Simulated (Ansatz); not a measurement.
WB (Cmcm, No. 63, 4 atoms in the cell; start mp-1008487), treated with LDA (Ansatz, a first-principles code, PAW).

Run with plane-wave cutoff 520 eV, 18×18×18 k mesh, Fermi–Dirac smearing 0.05 eV, no spin polarisation, scalar-relativistic PAW data made under PBE.

Cell (relaxed at this level):

WB is taken in the orthorhombic space group Cmcm (No. 63), Pearson symbol oS8. Lattice parameters: a = 3.1351 Å, b = 8.4049 Å, c = 3.0632 Å, α = 90.00°, β = 90.00°, γ = 90.00°. B on 4c sees 2 B at 1.841 Å and 6 W at 2.303–2.334 Å and 1 W at 2.473 Å. W on 4c is surrounded by 6 B at 2.303–2.334 Å and 1 B at 2.473 Å and 6 W at 2.815–2.877 Å and 4 W at 3.063–3.135 Å. (Neighbours: up to the widest gap in distance over summed covalent radii, below 1.35, at either atom; cation-cation and far metal-metal contacts left out.)
(The calculation used a cell of 4 atoms; values per cell refer to that cell.)

### Question
Give the computed bulk modulus.

### Answer

- bulk modulus: 374 GPa

The run finds no gap.

Note: the bulk modulus is −V dP/dV from two relaxed cells at ±2 % in volume; the relaxation could not lower the start's symmetry, so the cell can be a saddle point above a distorted one.

Spin–orbit coupling is not included; it can open a gap where bands touch, and shift volumes and moduli.

Computed values are for the static lattice.

A start named mp-… is a Materials Project structure, which need not be a measured phase.
